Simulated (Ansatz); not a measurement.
Take PbS in the rock salt structure (space group Fm-3m, No. 225; a = 5.903 Å) as the base. Axes: x, y, z lie along the cube axes.

Method: PBEsol, PAW, 420 eV (Ansatz, an electronic-structure program; scalar-relativistic without spin-orbit coupling).

Before the change:

| Property | Result |
|---|---|
| Valley order | L along ⟨111⟩ 0.19 eV; a point along ⟨110⟩, about 0.7 Å⁻¹ from Γ 1.14 eV |
| Electron mass | 0.070 mₑ along k, 0.15 mₑ across (at L) |
| Pressure | 0.00 GPa |

It is then changed as follows: the cell is stretched by 1.00 % along z with no lateral relaxation, atoms relaxed at fixed cell.

### Question
How does this affect the valley order?

### Answer
The valley order (the lowest conduction-band minima on the path, energy above the VBM, named in the base's zone) goes from L along ⟨111⟩ 0.19 eV; a point along ⟨110⟩, about 0.7 Å⁻¹ from Γ 1.14 eV to L along [1-11] 0.23 eV; a point along [1-10], about 0.7 Å⁻¹ from Γ 1.16 eV.

### Question
How does this affect the electron mass?

### Answer
The electron mass changes from 0.070 mₑ along k, 0.15 mₑ across (at L) to 0.082 mₑ along k, 0.15 mₑ across (at L).

### Question
How does this affect the pressure?

### Answer
The pressure (mean of the normal stresses, compression positive) goes from zero to -0.57 GPa.

Spin-orbit coupling, missing from the scalar runs, can matter with Pb. The levels and masses belong to the bands next to the band gap. The cells carry an imposed strain or load. Effective masses come from finite differences of ±0.01 Å⁻¹. Along k means along the line from Γ to the band edge. Whether these cells are dynamically stable was not tested.
